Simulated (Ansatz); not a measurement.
A computed series for TiSi2: response to strain

Start from TiSi$_{2}$ (space group Fddd, No. 70; a = 4.7602 Å, b = 8.1802 Å, c = 8.4999 Å). Axes: x, y, z lie along a, b, c of the conventional cell.

Strains are applied to the cell and any free atomic positions relax; under biaxial strain the out-of-plane vector relaxes too.

All numbers come from PBEsol (Ansatz, a program for electronic structure), spin-orbit coupling left out.

Notes on the quantities. pressure: mean of the normal stresses, compression positive; energy relative to the base: free energy F.

| change | pressure | shortest interatomic distance | energy relative to the base |
|---|---|---|---|
| base | 0.0 GPa | 2.517 Å | 0 meV/atom |
| biaxial strain −1.39 %, plane normal [001], relaxed out of plane | 3.5 GPa | 2.512 Å | +6.0 meV/atom |
| biaxial strain −0.72 %, plane normal [001], relaxed out of plane | 1.7 GPa | 2.514 Å | +1.6 meV/atom |
| biaxial strain +2.42 %, plane normal [001], relaxed out of plane | … | … | … |
| biaxial strain +4.12 %, plane normal [001], relaxed out of plane | -7.6 GPa | 2.535 Å | +45 meV/atom |
| uniaxial strain ε_zz = −6.00 % | 13.9 GPa | 2.418 Å | +78 meV/atom |

Question: Complete the table.

Answer: 
- biaxial strain +2.42 %, plane normal [001], relaxed out of plane, pressure: -4.9 GPa
- biaxial strain +2.42 %, plane normal [001], relaxed out of plane, shortest interatomic distance: 2.527 Å
- biaxial strain +2.42 %, plane normal [001], relaxed out of plane, energy relative to the base: +16 meV/atom

Without a gap, meshes like the base's 13×13×13 leave anisotropic stresses uncertain by several tenths of a GPa, and small strain energies with them. Whether these cells are dynamically stable was not tested. All final runs are without spin polarisation.
